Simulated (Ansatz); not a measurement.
The parent structure is TlCl in the CsCl type structure (space group Pm-3m, No. 221; a = 3.769 Å).

The change: an isotropic linear strain of −1.00 %; the atoms relax in the strained cell.

All numbers come from DFT with PBEsol, PAW potentials and a 420 eV plane-wave cutoff in Ansatz (an electronic-structure program), no SOC.

Base, band edges from the VBM (valence, conduction): M -1.26, 4.84; R -2.14, 2.19; X 0.00, 1.79; Γ -1.80, 7.47 eV.

Task: Give the band edges at the high-symmetry points of the new zone, measured from its valence-band maximum.

Result: 
```tsv
point	valence edge (eV)	conduction edge (eV)
Γ	-1.96	7.37
X	0.00	1.71
M	-1.40	4.85
R	-2.12	2.05
```

The gap is 1.71 eV, direct at X.

With Tl present, leaving out spin-orbit coupling can change the band edges. Stability against distortions was not tested.
